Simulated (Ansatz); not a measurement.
# PBE against PBEsol: ZrSi2, uniaxial strain ε_yy = +1.59 %

Consider ZrSi2 (space group Cmcm, No. 63; a = 3.7046 Å, b = 14.7953 Å, c = 3.6790 Å). Axes: x, y, z lie along a, b, c of the conventional cell.

(Cell as relaxed with PBE.)

Levels (all Ansatz, an electronic-structure program, PAW, earlier PAW set): PBE (420 eV, scalar-relativistic without spin-orbit coupling); PBEsol (420 eV, no SOC).

Each level relaxes its own structure.

```
base                  PBE    PBEsol
---------------  --------  --------
volume per atom  16.80 Å³  16.32 Å³
band gap             zero      zero
```

The change: uniaxial strain ε_yy = +1.59 %, all other strain components held at zero; the atoms relax in the strained cell.

```csv
quantity,PBE,PBEsol
"pressure (mean of the normal stresses, compression positive)",-1.7 GPa,-1.8 GPa
shortest interatomic distance,2.420 Å,2.412 Å
energy relative to the base (free energy F),+2.4 meV/atom,+2.4 meV/atom
largest internal atomic displacement,0.012 Å,0.013 Å
band gap,zero,zero
```

PBE's shortest interatomic distance lies 0.0086 Å above PBEsol's (0.4 %); the two agree on the energy relative to the base and band gap. Neither level is exact; PBEsol is the comparison here, not a measurement.

Without a gap, meshes like the base's 13×13×13 leave anisotropic stresses uncertain by several tenths of a GPa, and small strain energies with them. No phonon test of stability was made. All final runs are without spin polarisation.
